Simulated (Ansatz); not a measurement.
Base system: BeS in the zinc blende structure (space group F-43m, No. 216; a = 4.8686 Å).

Calculations: r2SCAN (Ansatz, a quantum-chemistry and plane-wave program, PAW, no spin-orbit coupling).

Before the change:

| Property | Value |
|---|---|
| Gap between the host's bands | 3.59 eV |
| Gap character | indirect, Γ → X |

The change: 0.577 holes added to each cell, a density of 2.0×10^22 cm⁻³, with a uniform compensating background at fixed cell and a 300 K Fermi–Dirac width.

Task: What happens to the gap between the host's bands?

Result: The gap between the host's bands grows by 0.60 eV to 4.19 eV.

Task: How does this affect the Fermi level from band edge?

Result: The Fermi level relative to the doped band's edge (positive inside the band; to 0.05 eV) amounts to +0.95 eV.

Task: How does this affect the gap character?

Result: The gap character is still indirect, Γ → X.

Carriers are added with a uniform compensating background; total energy and stress of such cells depend on the potential's zero and are not compared; many-body gap narrowing is missing at this level. No phonon test of stability was made.
